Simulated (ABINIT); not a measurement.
# Several settings converged on VW3 (I4mm, 4 atoms in the cell)

```yaml
crystal:
  lattice:
    - [0.00000, 3.10949, 3.10949]
    - [3.10949, 0.00000, 3.10949]
    - [3.10949, 3.10949, 0.00000]
  atoms:
    - { symbol: V, position: [0.00804, 0.00804, 0.99196] }
    - { symbol: W, position: [0.25000, 0.25000, 0.25000] }
    - { symbol: W, position: [0.75000, 0.75000, 0.75000] }
    - { symbol: W, position: [0.50000, 0.50000, 0.50000] }
```

Base method: LDA (PW92), norm-conserving pseudopotentials (PseudoDojo nc-sr-04 LDA standard) (plane waves; ABINIT).

Base settings: pseudos = [V.upf, W.upf]; ecut = 42 Ha; occopt = 7; tsmear = 0.00367493 Ha; ngkpt = 3 3 3; nshiftk = 1; shiftk = 0 0 0; potentials = PseudoDojo nc-sr-04 LDA standard; nband = 36; kptopt = 1.

The count of work is k-points × plane waves × bands × iterations; it is no time. Core times come from one kind of shared machine, to one figure; runs under 30 s give none.

**The cutoff for other potential files**

Level: DFT, LDA (PW92), plane waves, PAW (JTH v2.0 LDA PAW).

In this ladder: pseudos = [V.LDA_PW-JTH.xml, W.LDA_PW-JTH.xml]; potentials = JTH v2.0 LDA PAW; pawxcdev = 0. Moved along: pawecutdg.

The second cell is the first with its lattice scaled by 0.98.

The mesh stays at the base's, so the ladder's end is converged at best in this setting alone.

Only quantities that move along the ladder and can be compared are tabulated.

```csv
ecut,free energy less the last step's (meV/atom),energy of the compressed cell less the first (meV/atom),pressure (GPa),count of work / last,core time / last (rough)
14 Ha,63.65,3.98,-10.35,0.086,0.2
16 Ha,33.66,5.23,-8.83,0.10,–
21 Ha,18.66,4.81,-8.58,0.20,0.2
30 Ha,5.33,4.62,-8.16,0.32,0.3
45 Ha,0.88,4.55,-8.11,0.63,1
60 Ha,0.00,4.55,-8.07,1.0,1
```

Coarsest ecut that holds the energy of the compressed cell less the first within 0.2 meV/atom of the last step, with all finer ones: 30 Ha, at 0.32 of the last step's count of work and about 0.3 of the last step's time; the step before is off by 0.26 meV/atom.

Coarsest ecut that holds the free energy within 2 meV/atom of the last step, with all finer ones: 45 Ha; the step before is off by 5.3 meV/atom.

Coarsest ecut that holds the pressure within 1 GPa of the last step, with all finer ones: 16 Ha, at 0.10 of the last step's count of work; the step before is off by 2.3 GPa.

The energy difference between the two cells stays within 1 meV/atom of the last step's from 14 Ha on, the total only from 45 Ha on: much of the error is common to both cells and cancels.

At the lowest cutoff the pressure lies 2.3 GPa under the last step's, the usual sign of Pulay stress in an incomplete plane-wave basis.

**The relaxed cell against the cutoff**

On VW₃ (Fm-3m, 4 atoms in the cell): atoms on their sites.

In this ladder: ionmov = 3; ntime = 40; tolmxf = 0.0001 Ha/bohr; optcell = 2; dilatmx = 1.08; ecutsm = 0.5 Ha.

The mesh stays at the base's, so the ladder's end is converged at best in this setting alone.

Only quantities that move along the ladder and can be compared are tabulated.

```tsv
ecut	relaxed volume (Å³/atom)	relaxation steps	core time / last (rough)
21 Ha	14.340	9	0.2
25 Ha	14.451	4	0.2
29 Ha	14.521	6	0.3
36 Ha	14.554	4	0.2
50 Ha	14.557	3	0.4
84 Ha	14.554	3	1
```

Coarsest ecut that holds the relaxed volume within 0.015 Å³/atom of the last step, with all finer ones: 36 Ha, at about 0.2 of the last step's time; the step before is off by 0.033 Å³/atom.

At the lowest cutoff the cell relaxes to a volume 1.5 % smaller than at the highest.

On the base run: the starting cell comes from a database of computed structures (which also holds hypothetical and non-ambient phases and stackings), without a prior relaxation at this level. Its lattice was rescaled by up to half a per cent. One atom was moved a little off its site on purpose. Spin polarisation is off. Without a gap this mesh is coarse (it stands for a supercell whose shortest vector is 13 Å).
